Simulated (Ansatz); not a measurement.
We look at the energy of the reaction as written. Reaction: 3 cell B → cell A. A negative value means that the right-hand side lies lower.

Cell A: a sheet of composition Nb3, 3 atoms, hexagonal cell of 5.09 Å (22.4 Å²), symmetry P6/mmm, 0.0 Å thick under 16 Å of vacuum, in-plane vectors relaxed; planes from bottom to top: Nb3, all atoms in one plane; a model cell; spin state with PBE: no moments, k-point mesh 18×18×1.
```
CELL_PARAMETERS angstrom
      5.08941     0.00000     0.00000
     -2.54470     4.40755     0.00000
      0.00000     0.00000    16.00000
ATOMIC_POSITIONS crystal
  Nb 0.50000 0.00000 0.50000
  Nb 0.00000 0.50000 0.50000
  Nb 0.50000 0.50000 0.50000
```

Cell B: a sheet of composition Nb, 1 atom, hexagonal cell of 2.70 Å (6.3 Å²), symmetry P6/mmm, 0.0 Å thick under 16 Å of vacuum, in-plane vectors relaxed; planes from bottom to top: Nb; a model cell; spin state with PBE: no moments, k-point mesh 24×24×1.
```
Nb
1.0
    2.69837     0.00000     0.00000
   -1.34919     2.33686     0.00000
    0.00000     0.00000    16.00000
Nb
1
Direct
  0.00000   0.00000   0.50000
```

All numbers come from Ansatz (a quantum-chemistry and plane-wave program), plane waves with PAW, its PAW set soft_1, cutoff 420 eV, 500 eV for r2SCAN. The structures are at rest with PBE; other levels are single points on them. Neutral cells; Fermi-Dirac smearing of at most 0.10 eV in the solids, energies taken to zero width. The lattices are those relaxed with PBE, so at other levels the solids can be strained, which adds to the spread. A dispersion term (D3(BJ), or D4 for r2SCAN) was computed beside these levels and is taken off wherever the name lacks it. Nuclei at rest; no vibrational terms. The cells' k-point meshes differ in density, so the last digit is unsettled. Cell A has symmetry P6/mmm and got no random move, so less symmetric positions, which may lie lower, weren't tried. Cell B has symmetry P6/mmm and got no random move, so less symmetric positions, which may lie lower, weren't tried.

### Question
Predict the value from r2SCAN.

### Answer
2.90 eV, for 3 cell B → cell A.

### Question
What do the other levels give, and how wide is the spread?

### Answer
| Functional | value (eV) | less r2SCAN |
|---|---|---|
| PBE | 2.73 | -0.17 |

The levels span 0.17 eV, from PBE (2.73) to r2SCAN (2.90).
